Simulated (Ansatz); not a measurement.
# Hypothetical rock salt BN, response to strain

Take BN in the rock salt structure (space group Fm-3m, No. 225; a hypothetical phase, not in the database extracts checked) as the base.

Space group Fm-3m (No. 225); a = 3.5035 Å, b = 3.5035 Å, c = 3.5035 Å, α = 90.00°, β = 90.00°, γ = 90.00°

```tsv
atom	site	symmetry	x	y	z
N	4a	m-3m	0.0000	0.0000	0.0000
B	4b	m-3m	0.5000	0.5000	0.5000
```
(The calculation used a cell of 2 atoms; values per cell refer to that cell.)

Strains are applied to the cell and any free atomic positions relax.

Calculations: PBE in Ansatz (plane waves to 420 eV, PAW, no spin-orbit coupling).

Notes on the quantities. energy relative to the base: free energy F.

```json
[
 {"isotropic strain (%)": "-5.11", "energy relative to the base (meV/atom)": "173.8"},
 {"isotropic strain (%)": "-3.04", "energy relative to the base (meV/atom)": "57.9"},
 {"isotropic strain (%)": "0", "energy relative to the base (meV/atom)": "0.0"},
 {"isotropic strain (%)": "2.47", "energy relative to the base (meV/atom)": "?"},
 {"isotropic strain (%)": "5.74", "energy relative to the base (meV/atom)": "160.2"}
]
```

Task: Fit ΔE = Aε² + Bε³ (ε in %) to the rows shown and predict the withheld row.

Result: Least squares on the printed values gives A = 5.81 and B = -0.16 meV/atom (largest residual 0.4 meV/atom); this predicts 33.0 meV/atom, and the run gives 32.5 meV/atom, 0.5 lower.

The mesh was chosen for an insulator and is coarse for the gapless case. Stability against distortions was not tested. All final runs are without spin polarisation.

Ansatz is a first-principles code.
